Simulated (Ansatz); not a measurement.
System: TiAl₃ (I4/mmm, No. 139). Method: RPBE (plane waves, PAW; Ansatz, a first-principles code).

Settings: plane-wave cutoff 520 eV, 20×20×20 k mesh, Fermi–Dirac smearing 0.05 eV, no spin polarisation, scalar-relativistic PAW data made under PBE.

Shape and atoms are relaxed at each volume.

Pressure at four volumes; x = ln(V/16.281 Å³). One pressure is withheld.

| V (Å³/atom) | x | P (GPa) |
|---|---|---|
| 15.630 | -0.0408 | ? |
| 15.955 | -0.0202 | 2.13 |
| 16.281 | 0.0000 | 0.00 |
| 16.932 | 0.0392 | -3.65 |

Pass a parabola P(x) through the three rows shown, estimate the bulk modulus and its pressure derivative near zero pressure, and predict the withheld pressure.

Slopes between the rows: (0.00 − (2.13))/(0.0000 − (-0.0202)) = -105.45 and (-3.65 − (0.00))/(0.0392 − (0.0000)) = -93.11 GPa. Their difference over the span 0.0594 is c = 12.34/0.0594 = 207.7 GPa, so P(x) = 2.13 + (-105.45)(x − (-0.0202)) + 207.7 (x − (-0.0202))(x − (0.0000)). At the middle row B = −dP/dx = −[-105.45 + 207.7 × 0.0202] = 101.3 GPa, and B′ = dB/dP = 2c/B = 4.1. At x = -0.0408 the parabola gives 4.48 GPa; the run gives 4.49 GPa. The Birch–Murnaghan fit to the energies at all volumes has B0 = 101 GPa and B′ = 4.1.
